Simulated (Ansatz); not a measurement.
Hypothetical R3c SnTeO3: pressure series

Start from SnTeO$_{3}$ (space group R3c, No. 161; a = 6.3543 Å, c = 13.4011 Å (hexagonal axes); a hypothetical phase, not in the database extracts checked).

Cell and atoms are relaxed at each pressure.

Method: Ansatz (a quantum-chemistry and plane-wave program), PBEsol, PAW, cutoff 420 eV, without spin-orbit coupling.

Candidates:
(a) pressure 1.5 GPa
(b) pressure 0.3 GPa
(c) pressure 7.5 GPa
(d) pressure −2 GPa
(e) pressure 3 GPa

Before the change:

The band gap is 2.18 eV.

### Question
Order them by band gap, lowest first.

### Answer
(c) pressure 7.5 GPa (1.93 eV), (e) pressure 3 GPa (2.06 eV), (a) pressure 1.5 GPa (2.12 eV), (b) pressure 0.3 GPa (2.17 eV), (d) pressure −2 GPa (2.33 eV)

With Te present, leaving out spin-orbit coupling can change the band edges. Load acts through the strain it causes; cell and atoms are relaxed under it. Stability against distortions was not tested. Competing high-pressure phases were not computed.
